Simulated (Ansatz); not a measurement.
Data:

```
TiC
1.0
    0.03360     2.11888     2.10664
    2.13476     0.01342     2.12682
    2.13766     2.14195     0.01052
Ti C
1 1
Direct
  0.00000   0.00000   0.00000
  0.50000   0.50000   0.50000
```

No spin polarisation.

The values are results of PBEsol in Ansatz (plane waves to 420 eV, PAW, no spin-orbit coupling), not measurements. Γ-centred 23×23×23 mesh, Fermi–Dirac width 0.1 eV.

### Question
Predict the band gap and stress.

### Answer
The band gap is zero. The stress (xx, yy, zz, yz, xz, xy; compression positive) comes out as (11.4, 10.3, 13.3, 0.7, -2.6, -3.1) GPa.

The cells carry an imposed strain or load. No phonon test of stability was made. All final runs are without spin polarisation. The cell was made from TiC in the rock salt structure (space group Fm-3m, No. 225) by this change: strain tensor (xx, yy, zz, yz, xz, xy) = (−1.27, −1.07, −1.64, −0.23, +0.72, +0.85) %.

Ansatz is an electronic-structure program.
